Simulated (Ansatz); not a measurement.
# Li interstitial in 3C silicon carbide

Computed with PBE, PAW (plane waves to 420 eV; Ansatz, a first-principles code). The supercell holds 64 host sites (2×2×2 repeats of the unit cell), with a 2×2×2 shifted k-point sampling for the final energies. Site at the start: void with 4C nearest. Charged cells carry a point-charge image correction with potential alignment at far atoms. Dielectric constants: PBE linear response of the host. Host gap at this level: 1.37 eV. These values are not converged in cell size to better than tenths of an eV. Levels are measured in PBE's own, too narrow, gap. Spin–orbit coupling is left out. Each state is the lowest found from its start.

Formation energies E_f are given with the Fermi level at the valence-band maximum. Chemical conditions: C-rich (Δμ(Li) = -0.087 eV, bounded by LiC12 (P6/mmm); only phases computed here count, gases as isolated molecules at 0 K). Reference phases: Li: bcc Li.

The name describes the start; the neighbours show where the added atom ended.

```csv
charge,moment (μB),largest move off a lattice site (Å),neighbours of the added atom at the end (Å),image correction with alignment (eV),"E_f, C-rich (eV)"
+1,not spin-polarised,0.08,"C 1.90, C 1.90, C 1.90, C 1.90",0.30,0.28
0*,1.0,0.09,"C 1.90, C 1.90, C 1.90, C 1.90",–,–
```

* At this level the carrier isn't localised at the defect: at charge 0 electrons occupy the conduction band. Such a state is shallow or no state of the defect, and this cell gives it no level.

No other site or start that was run ended lower by more than 0.1 eV.
